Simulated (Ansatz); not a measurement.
**Hypothetical rock salt BeTe, response to strain**

The parent structure is BeTe in the rock salt structure (space group Fm-3m, No. 225; a = 5.302 Å; a hypothetical phase, not in the database extracts checked). Axes: x, y, z lie along the cube axes.

Strains are applied to the cell and any free atomic positions relax; under biaxial strain the out-of-plane vector relaxes too.

The values are results of DFT with PBEsol, PAW potentials and a 420 eV plane-wave cutoff in Ansatz (an electronic-structure program), no spin-orbit coupling, not measurements.

Notes on the quantities. pressure: mean of the normal stresses, compression positive.

```json
[
 {"change": "base", "pressure": "0.0 GPa", "space group": "Fm-3m (No. 225)", "volume per atom": "18.63 Å³"},
 {"change": "biaxial strain −0.35 %, plane normal [001], relaxed out of plane", "pressure": "0.4 GPa", "space group": "I4/mmm (No. 139)", "volume per atom": "18.54 Å³"},
 {"change": "biaxial strain +3.76 %, plane normal [001], relaxed out of plane", "pressure": "-2.8 GPa", "space group": "I4/mmm (No. 139)", "volume per atom": "19.56 Å³"},
 {"change": "biaxial strain +0.63 %, plane normal [111], relaxed out of plane", "pressure": "-0.6 GPa", "space group": "R-3m (No. 166)", "volume per atom": "___"},
 {"change": "biaxial strain +0.77 %, plane normal [111], relaxed out of plane", "pressure": "___", "space group": "R-3m (No. 166)", "volume per atom": "18.83 Å³"},
 {"change": "isotropic strain −0.79 %", "pressure": "___", "space group": "Fm-3m (No. 225)", "volume per atom": "18.19 Å³"},
 {"change": "isotropic strain +2.49 %", "pressure": "-4.6 GPa", "space group": "Fm-3m (No. 225)", "volume per atom": "20.06 Å³"},
 {"change": "isotropic strain +4.72 %", "pressure": "-7.6 GPa", "space group": "Fm-3m (No. 225)", "volume per atom": "21.39 Å³"},
 {"change": "uniaxial strain ε_zz = −0.96 %", "pressure": "0.7 GPa", "space group": "I4/mmm (No. 139)", "volume per atom": "18.45 Å³"},
 {"change": "tensor shear ε_xz = +1.73 %", "pressure": "0.0 GPa", "space group": "Immm (No. 71)", "volume per atom": "18.62 Å³"}
]
```

**Question.** Some entries are withheld; estimate them.

**Answer.** 
- biaxial strain +0.63 %, plane normal [111], relaxed out of plane, volume per atom: 18.79 Å³
- biaxial strain +0.77 %, plane normal [111], relaxed out of plane, pressure: -0.8 GPa
- isotropic strain −0.79 %, pressure: 1.8 GPa

Without a gap, meshes like the base's 15×15×15 leave anisotropic stresses uncertain by several tenths of a GPa, and small strain energies with them. Whether these cells are dynamically stable was not tested. All final runs are without spin polarisation.
